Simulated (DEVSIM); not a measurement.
System: abrupt InP n-p junction, at 400 K.

```
layer (left to right)  material  thickness (μm)  Nd (cm⁻³)  Na (cm⁻³)  τn (s)  τp (s)
---------------------  --------  --------------  ---------  ---------  ------  ------
1                           InP           0.550     4.9e15          -  3.6e-9  3.6e-9
2                           InP           0.700          -     1.8e16  3.6e-9  3.6e-9
```

Left contact: ohmic. Right contact: ohmic. Voltage is applied to the left contact. Recombination: SRH at mid-gap, radiative, Auger. Mobility is μmin + (μ − μmin)/(1 + (N/Nref)^α).

The device is made up for the run: typed textbook-type constants, with dimensions and the other settings drawn at random. Values at 300 K; Nc and Nv go as T^1.5, mobilities as T to minus their exponent, the gap by Varshni's rule with the affinity fixed.

| parameter | InP |
|---|---|
| gap (eV) | 1.344 |
| affinity (eV) | 4.38 |
| permittivity | 12.5 |
| Nc (cm⁻³) | 5.7e17 |
| Nv (cm⁻³) | 1.1e19 |
| μn (cm²/Vs) | 5200 |
| μp (cm²/Vs) | 170 |
| μn,min | 400 |
| μp,min | 10 |
| Nref,n | 3e17 |
| Nref,p | 4.9e17 |
| αn | 0.47 |
| αp | 0.62 |
| T exponent of μn | 2 |
| T exponent of μp | 2 |
| B (cm³/s) | 1.2e-10 |
| Cn (cm⁶/s) | 9e-31 |
| Cp (cm⁶/s) | 9e-31 |
| Varshni α (eV/K) | 0.000363 |
| Varshni β (K) | 162 |

Simulated with DEVSIM: 1D drift-diffusion, Boltzmann statistics, complete ionisation; no tunnelling, impact ionisation, image-force lowering or self-heating.

The doping Nd of layer 1 was swept, all else fixed.

```json
[
 {"doping Nd of layer 1 (cm^-3)": "1.5e14", "dark forward voltage at 100 A/cm² (V)": "0.813", "dark forward voltage at 1 A/cm² (V)": "0.548", "largest field in the device at zero bias (V/cm)": "14000", "potential step across the device at zero bias (V)": "0.776"},
 {"doping Nd of layer 1 (cm^-3)": "4.9e14", "dark forward voltage at 100 A/cm² (V)": "0.814", "dark forward voltage at 1 A/cm² (V)": "0.590", "largest field in the device at zero bias (V/cm)": "16000", "potential step across the device at zero bias (V)": "0.817"},
 {"doping Nd of layer 1 (cm^-3)": "1.5e15", "dark forward voltage at 100 A/cm² (V)": "0.816", "dark forward voltage at 1 A/cm² (V)": "0.627", "largest field in the device at zero bias (V/cm)": "20000", "potential step across the device at zero bias (V)": "0.856"},
 {"doping Nd of layer 1 (cm^-3)": "4.9e15", "dark forward voltage at 100 A/cm² (V)": "0.818", "dark forward voltage at 1 A/cm² (V)": "0.648", "largest field in the device at zero bias (V/cm)": "30000", "potential step across the device at zero bias (V)": "0.897"},
 {"doping Nd of layer 1 (cm^-3)": "1.5e16", "dark forward voltage at 100 A/cm² (V)": "0.818", "dark forward voltage at 1 A/cm² (V)": "0.653", "largest field in the device at zero bias (V/cm)": "45000", "potential step across the device at zero bias (V)": "0.935"},
 {"doping Nd of layer 1 (cm^-3)": "4.9e16", "dark forward voltage at 100 A/cm² (V)": "0.817", "dark forward voltage at 1 A/cm² (V)": "0.653", "largest field in the device at zero bias (V/cm)": "59000", "potential step across the device at zero bias (V)": "0.976"},
 {"doping Nd of layer 1 (cm^-3)": "1.5e17", "dark forward voltage at 100 A/cm² (V)": "0.816", "dark forward voltage at 1 A/cm² (V)": "0.652", "largest field in the device at zero bias (V/cm)": "(withheld)", "potential step across the device at zero bias (V)": "1.014"}
]
```

Problem. Fill in the missing entries.

Solution. 
- 1.5e17, largest field in the device at zero bias (V/cm): 67000
